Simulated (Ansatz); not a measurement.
Band structure of FeB (P2_13, 8 atoms in the cell).

```
CELL_PARAMETERS angstrom
      3.85679     0.00000     0.00000
      0.00000     3.85679     0.00000
      0.00000     0.00000     3.85679
ATOMIC_POSITIONS crystal
  Fe 0.13652 0.13652 0.13652
  Fe 0.63652 0.36348 0.86348
  Fe 0.86348 0.63652 0.36348
  Fe 0.36348 0.86348 0.63652
  B  0.84240 0.84240 0.84240
  B  0.34240 0.65760 0.15760
  B  0.15760 0.34240 0.65760
  B  0.65760 0.15760 0.34240
```
Moments meant for the start (each program seeds them in its own way; μB, in the order of the atoms Fe Fe Fe Fe B B B B): 4.0 4.0 4.0 4.0 0.0 0.0 0.0 0.0.

Level of theory: PBEsol, default PAW files made with PBE (plane waves; Ansatz, a program for electronic structure).

Settings: kpoints.mp_grid.grid = 9 9 9; hamiltonian.xc = pbesol; hamiltonian.pseudopotentials = {kind: paw} (the program's default PAW files); magnetization.spin_polarized = true; scf.occupations.method = cold; scf.occupations.width = 0.272 eV; kpoints.band_path.npoints = 6.

The starting cell was generated: these elements placed on a structure prototype, without a prior relaxation; it need not be a known phase or ordering of this composition. Its lattice was rescaled by a random factor within 2.5 % of one. The starting moments vanished: the run ended non-magnetic, which need not be the lowest state. The program warned that a starting moment was not kept.

Levels in eV from the Fermi level, bands 35 to 42 of the first spin channel:
| point | 35 | 36 | 37 | 38 | 39 | 40 | 41 | 42 |
|---|---|---|---|---|---|---|---|---|
| Γ | -1.61 | 0.33 | 0.33 | 0.56 | 0.56 | 0.56 | 2.07 | 2.07 |
| X | -1.18 | -1.18 | -0.07 | -0.07 | 0.68 | 0.68 | 1.35 | 1.35 |
| M | -1.09 | -1.09 | -0.77 | -0.77 | 0.02 | 0.02 | 1.90 | 1.90 |
| R | -0.62 | -0.62 | -0.05 | -0.05 | -0.05 | -0.05 | 1.36 | 1.36 |

Bands cross the Fermi level along this path, so the cell is metallic at this level.

The net moment of the cell came out as 0.00 μB.

Keys are those of Ansatz 0.2.
